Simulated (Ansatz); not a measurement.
We consider cubic perovskite BaHfO3, described by r²SCAN (plane waves, PAW; Ansatz, an electronic-structure program).

Run with plane-wave cutoff 600 eV, 6×6×6 k mesh, scalar-relativistic PAW data made under PBE.

The cell has the measured lattice: a = 4.1710 Å, b = 4.1710 Å, c = 4.1710 Å, α = 90.00°, β = 90.00°, γ = 90.00°.

Task: What does this level give for the Young modulus, Voigt–Reuss–Hill bulk modulus, elastic constant C11, elastic constant C12 and elastic constant C44?

Result: 
Young modulus: 274 GPa
Voigt–Reuss–Hill bulk modulus: 174 GPa
elastic constant C11: 347 GPa
elastic constant C12: 88.1 GPa
elastic constant C44: 99.6 GPa

Note: the cell isn't this level's own, so it is under some stress, which shifts stiffness and frequencies.

Elastic constants are with the ions relaxed.

Spin–orbit coupling is not included.

Static lattice: no zero-point or thermal effects.

Cost on a shared machine: very roughly 120 core-seconds.
